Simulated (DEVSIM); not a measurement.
Structure: abrupt Ge p-n junction, at 300 K.

```csv
layer (left to right),material,thickness (μm),Nd (cm⁻³),Na (cm⁻³),τn (s),τp (s)
1,Ge,29.0,-,2.1e15,4.2e-6,4.2e-6
2,Ge,170,5e17,-,4.2e-6,4.2e-6
```

Left contact: ohmic. Right contact: ohmic. Voltage is applied to the left contact. Recombination: SRH at mid-gap, radiative, Auger. Mobility is μmin + (μ − μmin)/(1 + (N/Nref)^α).

The device is made up for the run: typed textbook-type constants, with dimensions and the other settings drawn at random. Values at 300 K.

| parameter | Ge |
|---|---|
| gap (eV) | 0.664 |
| affinity (eV) | 4 |
| permittivity | 16 |
| Nc (cm⁻³) | 1.04e19 |
| Nv (cm⁻³) | 6e18 |
| μn (cm²/Vs) | 3900 |
| μp (cm²/Vs) | 1900 |
| μn,min | 150 |
| μp,min | 100 |
| Nref,n | 2.6e17 |
| Nref,p | 4e17 |
| αn | 0.56 |
| αp | 0.6 |
| B (cm³/s) | 6.4e-14 |
| Cn (cm⁶/s) | 1e-31 |
| Cp (cm⁶/s) | 1e-31 |

DEVSIM, 1D drift-diffusion, Boltzmann statistics, complete ionisation; no tunnelling, impact ionisation, image-force lowering or self-heating.

The thickness of layer 1 was swept, all else fixed.

```
thickness of layer 1 (μm)  dark forward voltage at 1 A/cm² (V)  dark forward voltage at 100 A/cm² (V)
-------------------------  -----------------------------------  -------------------------------------
5.8                                                      0.134                                  0.282
10                                                       0.149                                  0.300
17                                                       0.163                                  0.323
29                                                       0.178                                  0.344
49                                                       0.192                                  0.369
87                                                       0.207                                  0.397
140                                                      0.221                                  0.430
```

From the first row to the last the dark forward voltage at 1 A/cm² goes from 0.134 to 0.221. From the first row to the last the dark forward voltage at 100 A/cm² goes from 0.282 to 0.430.
